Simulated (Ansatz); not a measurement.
System: Li3OCl (Pm-3m, No. 221, 5 atoms in the cell; start mp-985585). Method: PBEsol in Ansatz (PAW).

Settings: plane-wave cutoff 520 eV, 10×10×10 k mesh, Fermi–Dirac smearing 0.01 eV, scalar-relativistic PAW data made under PBE.

The cell is the one relaxed with PBEsol. Conventional cell: a = 3.8394 Å, b = 3.8394 Å, c = 3.8394 Å, α = 90.00°, β = 90.00°, γ = 90.00°.

```xyz
5
Lattice="3.8394 0.0000 0.0000 0.0000 3.8394 0.0000 0.0000 0.0000 3.8394" Properties=species:S:1:pos:R:3 pbc="T T T"
Li     0.0000     1.9197     1.9197
Li     1.9197     0.0000     1.9197
Li     1.9197     1.9197     0.0000
Cl     0.0000     0.0000     0.0000
O      1.9197     1.9197     1.9197
```

Question: List the 11 lowest band energies at Γ above −25 eV (eV, relative to the valence band maximum), grouping those that round alike.

Answer: At Γ: -15.18, -14.21, -3.12 (×3), -0.54 (×3), 4.94, 6.88 (×2).

A start named mp-… is a Materials Project structure, which need not be a measured phase.

Ansatz is an electronic-structure program.
